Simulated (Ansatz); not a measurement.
Here is the system:

```
CELL_PARAMETERS angstrom
      3.73918     0.00000     0.00000
     -1.86959     3.06071     0.00000
      0.00000     0.00000    15.03891
ATOMIC_POSITIONS crystal
  Ga 0.34044 0.68088 0.66921
  Ga 0.65956 0.31912 0.16921
  Ga 0.65956 0.31912 0.33079
  Ga 0.34044 0.68088 0.83079
  S  0.32047 0.64094 0.09976
  S  0.67953 0.35906 0.59976
  S  0.67953 0.35906 0.90024
  S  0.32047 0.64094 0.40024
```

No spin polarisation.

All numbers come from Ansatz (a program for electronic structure) PBEsol-D3(BJ), no spin-orbit coupling. Γ-centred 11×11×3 mesh, Fermi–Dirac width 0.05 eV.

Question: Predict the gap character, hole mass, space group and band gap.

Answer: 
- Gap character: indirect, Γ → Y
- Hole mass: 1.4 mₑ along x, 2.5 mₑ along y, 0.12 mₑ along z (at Γ)
- Space group: Cmcm (No. 63)
- Band gap: 0.90 eV

The cells carry an imposed strain or load. Effective masses come from finite differences of ±0.01 Å⁻¹. Whether these cells are dynamically stable was not tested. The cell was made from GaS in the beta-GaS type structure (space group P6_3/mmc, No. 194; layered, stacked along the Cartesian z axis) by this change: uniaxial strain ε_xx = +5.80 %.
